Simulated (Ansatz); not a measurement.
## MgS (model structure, started from the BN type, Pm-3n, No. 223, 12 atoms in the cell): lattice parameter a by level of theory

No measured value is used here.

```tsv
level (code)	value (Å)
LDA (Ansatz)	6.865
PBE (Ansatz)	6.985
PBEsol (Ansatz)	6.936
PBE-D3(BJ) (Ansatz)	6.919
r²SCAN+rVV10 (Ansatz)	6.928
```

Cutoffs differ between the levels. Ansatz's density-functional and Hartree–Fock values are scalar-relativistic unless marked +SOC, with PAW data made under PBE.

A model structure was made by putting elements into a prototype or built by hand; it is no filed structure, need not be a known phase, and can be a saddle point held by its symmetry.

Ansatz is a program for electronic structure.
